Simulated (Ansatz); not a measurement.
MoPt2 (Immm, No. 71), treated with r²SCAN+rVV10 (PAW; Ansatz, a first-principles code).

Run with plane-wave cutoff 560 eV, 24×24×24 k mesh, Fermi–Dirac smearing 0.05 eV, no spin polarisation, scalar-relativistic PAW data made under PBE.

Computed points:

| V (Å³/atom) | E − E_lowest (meV/atom) | P (GPa) |
|---|---|---|
| 14.369 | 24.69 | 13.76 |
| 14.669 | 5.92 | 6.47 |
| 14.968 | 0.00 | 0.00 |
| 15.267 | 5.47 | -5.74 |
| 15.567 | 21.04 | -10.83 |

Question: Estimate the bulk modulus from the pressures at 14.669 and 15.267 Å³/atom, and compare it with a fit to all energies.

Answer: B = −V dP/dV. Between V = 14.669 and 15.267 Å³/atom, dP/dV = (-5.74 − (6.47))/(15.267 − 14.669) = -20.4 GPa per Å³/atom; at the midpoint 14.968 Å³/atom this gives B ≈ 306 GPa. The third-order Birch–Murnaghan fit gives V0 = 14.968 Å³/atom, B0 = 304 GPa, B′ = 5.0, which lies within 1 % of that estimate.

Shape and atoms are relaxed at each volume.

Note: the relaxation could not lower the start's symmetry, so the cell can be a saddle point above a distorted one; the bulk modulus comes from volumes at which shape and atoms were relaxed.

Spin–orbit coupling is not included.

Cost on a shared machine: around 70 core-minutes (rough).
